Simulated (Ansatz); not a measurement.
Zinc-blende CaO (model structure) was calculated with LDA (PAW; Ansatz, a first-principles code).

Settings: plane-wave cutoff 500 eV, 14×14×14 k mesh, Fermi–Dirac smearing 0.05 eV, scalar-relativistic PAW data made under PBE.

Cell (relaxed at this level):

```
CaO
1.0
    0.00000     2.55793     2.55793
    2.55793     0.00000     2.55793
    2.55793     2.55793     0.00000
Ca O
1 1
Direct
  0.00000   0.00000   0.00000
  0.25000   0.25000   0.25000
```

**Question.** What does this level give for the band gap?

**Answer.** 
- band gap: 3.32 eV (on the SCF k mesh)

Note: the relaxation could raise the start's symmetry but not lower it, so the cell can be a saddle point.

Computed values are for the static lattice.

A model structure was made by putting elements into a prototype or built by hand; it is no filed structure, need not be a known phase, and can be a saddle point held by its symmetry.
